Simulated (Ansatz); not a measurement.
# AlZnInO4 (model structure, started from the InGaZnO4 type, R3m, No. 160, 7 atoms in the cell)

Level of theory: r²SCAN+SOC (Ansatz, a program for electronic structure, plane waves, PAW).

Numerical settings: plane-wave cutoff 560 eV, 12×12×12 k mesh, Fermi–Dirac smearing 0.01 eV, PAW data made under PBE.

Cell (relaxed with PBEsol):

```
CELL_PARAMETERS angstrom
      1.62801     0.93993     8.53880
     -1.62801     0.93993     8.53880
      0.00000    -1.87987     8.53880
ATOMIC_POSITIONS crystal
  In 0.99572 0.99572 0.99572
  Al 0.21280 0.21280 0.21280
  Zn 0.78162 0.78162 0.78162
  O  0.13915 0.13915 0.13915
  O  0.87950 0.87950 0.87950
  O  0.28617 0.28617 0.28617
  O  0.70505 0.70505 0.70505
```

```
Item        Value
--------  -------
band gap  2.37 eV
```

Note: the relaxation could raise the start's symmetry but not lower it, so the cell can be a saddle point; cell and atoms aren't relaxed at this level (largest force component 0.09 eV/Å, pressure -0.5 GPa).

Computed values are for the static lattice.

The result took very roughly 19 core-minutes.

A model structure was made by putting elements into a prototype or built by hand; it is no filed structure, need not be a known phase, and can be a saddle point held by its symmetry.
